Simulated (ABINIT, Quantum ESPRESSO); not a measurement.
An ABINIT input for a self-consistent single point of TiGeSb (P4/nmm, 6 atoms in the cell) (DFT, PBEsol, plane waves, norm-conserving pseudopotentials (PseudoDojo nc-sr-04 PBEsol standard)):

```
# TiGeSb, PseudoDojo nc-sr-04 PBEsol standard
pp_dirpath "./"
pseudos "Ti.upf, Ge.upf, Sb.upf"
acell 3*1.0
rprim
         6.9218041226    0.0000000000    0.0000000000
         0.0000000000    6.9218041226    0.0000000000
         0.0000000000    0.0000000000   15.4438982473
natom 6
ntypat 3
znucl 22 32 51
typat 1 1 2 2 3 3
xcart
         0.0000000000    3.4609020613   11.6269387955
         3.4609020613    0.0000000000    3.8169594518
         0.0000000000    0.0000000000    0.0000000000
         3.4609020613    3.4609020613    0.0000000000
         0.0000000000    3.4609020613    5.9233527338
         3.4609020613    0.0000000000    9.5205455136
ecut 84 Ry
occopt 7
tsmear 0.00499791
nband 52
kptopt 1
ngkpt 7 7 3
nshiftk 1
shiftk 0 0 0
nstep 100
tolvrs 1.0e-10
prtwf 0
prtden 0
enunit 1
```

Q: Translate this input to Quantum ESPRESSO.

A: One input that does it (others would too):

```fortran
&CONTROL
  calculation = 'scf'
  prefix = 'TiGeSb'
  outdir = './work'
  pseudo_dir = './'
  tprnfor = .true.
  tstress = .true.
/
&SYSTEM
  ibrav = 0
  nat = 6
  ntyp = 3
  ecutwfc = 85
  occupations = 'smearing'
  smearing = 'gauss'
  degauss = 0.0099958
/
&ELECTRONS
  conv_thr = 1.0d-9
/
ATOMIC_SPECIES
Ti    47.8670  Ti.upf
Ge    72.6300  Ge.upf
Sb   121.7600  Sb.upf
ATOMIC_POSITIONS {crystal}
Ti    0.00000000    0.50000000    0.75285000
Ti    0.50000000    0.00000000    0.24715000
Ge    0.00000000    0.00000000    0.00000000
Ge    0.50000000    0.50000000    0.00000000
Sb    0.00000000    0.50000000    0.38354000
Sb    0.50000000    0.00000000    0.61646000
K_POINTS {automatic}
7 7 3  0 0 0
CELL_PARAMETERS {angstrom}
   3.66286100     0.00000000     0.00000000
   0.00000000     3.66286100     0.00000000
   0.00000000     0.00000000     8.17255900
```

Basis, cutoffs, solver keys and any potentials are the target program's own. This input uses DFT, PBEsol, plane waves, PseudoDojo standard norm-conserving (PBESOL) pseudopotentials.

The starting cell comes from a database of computed structures (which also holds hypothetical and non-ambient phases and stackings), without a prior relaxation at this level. Its lattice was rescaled by a random factor within 2.5 % of one.
